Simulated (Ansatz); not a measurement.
# Al_Ga (metastable alpha Ga2O3 host)

Method: PBE, PAW (plane waves to 420 eV; Ansatz, a program for electronic structure). Cell: 120 sites, 2×2×1; final energies on a 2×2×2 Γ-centred mesh. Site at the start: the Ga site. Finite-size correction: monopole term and site-potential alignment. Dielectric constants: PBE linear response of the host. Host gap at this level: 2.40 eV. Finite-size and sampling errors can reach tenths of an eV here. Levels are measured in PBE's own, too narrow, gap. Spin–orbit coupling is left out. Each state is the lowest found from its start.

Formation energies E_f are given with the Fermi level at the valence-band maximum. Chemical conditions: Ga-rich (Δμ(Ga) = 0.00 eV, Δμ(Al) = -2.97 eV, bounded by corundum; only phases computed here count, gases as isolated molecules at 0 K); O-rich (Δμ(Ga) = -4.48 eV, Δμ(Al) = -7.45 eV, bounded by corundum; only phases computed here count, gases as isolated molecules at 0 K). Reference phases: Al: fcc Al, Ga: alpha gallium.

```
charge         moment (μB)  point group  largest move off a lattice site (Å)  image correction with alignment (eV)  E_f, Ga-rich (eV)  E_f, O-rich (eV)
------  ------------------  -----------  -----------------------------------  ------------------------------------  -----------------  ----------------
+1*               quenched            –                                 0.07                                     –                  –                 –
0       not spin-polarised           C3                                 0.07                                  0.00               0.12              0.12
−1*               quenched           C3                                 0.08                                     –                  –                 –
```

* At this level the carrier isn't localised at the defect: at charge +1 holes occupy the valence band; at charge −1 electrons occupy the conduction band. Such a state is shallow or no state of the defect, and this cell gives it no level.

Point groups are those of the whole cell at tolerances of 0.03 and 0.1 Å ("near" where only the looser one holds); none is given for unsettled states.

Starting moments that weren't kept: charge +1 began with 1 μB and ended with 0.0; charge −1 began with 1 μB and ended with 0.0.

Flagged in the runs: a host whose relaxation on this sampling wasn't shown to rest.
